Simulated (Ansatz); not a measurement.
Consider the following.

```yaml
crystal:
  lattice:
    - [2.81545, 0.00000, 0.00000]
    - [0.00000, 2.81545, 0.00000]
    - [0.00000, 0.00000, 2.92840]
  atoms:
    - { symbol: Al, position: [0.50000, 0.50000, 0.50000] }
    - { symbol: Ni, position: [0.00000, 0.00000, 0.00000] }
```

Level of theory: PBEsol, DFPT electron-phonon coupling, linearised Boltzmann equation (plane waves, PAW, scalar-relativistic; Ansatz, a quantum-chemistry and plane-wave program). Condition of this run: biaxial stress xx = yy = 3 GPa (compression positive) (the target of the relaxation). How the cell was made: relaxed with this functional, without spin-orbit coupling, then loaded as said.

Task: Estimate the phonon-limited resistivity at 300 K, by direction if it differs.

Result: 5.9 (x), 5.9 (y), 5.4 (z) μΩ·cm.

A metal at this level (no band gap). Only scattering by harmonic phonons is included (no impurities, grain boundaries, electron-electron scattering or thermal expansion). Spin-orbit coupling is left out. The run warned that the eigensolver left some states short of its tolerance. Halving the electron mesh (28x28x28) moves the resistivity by up to 13 % at 300 K. Smearing 0.20 eV; phonons on a 5x5x5 q mesh, which this run doesn't test.

Treated as nonmagnetic (a ferromagnetic start lost its moment, other orders weren't tried): NiAl under load (space group P4/mmm).
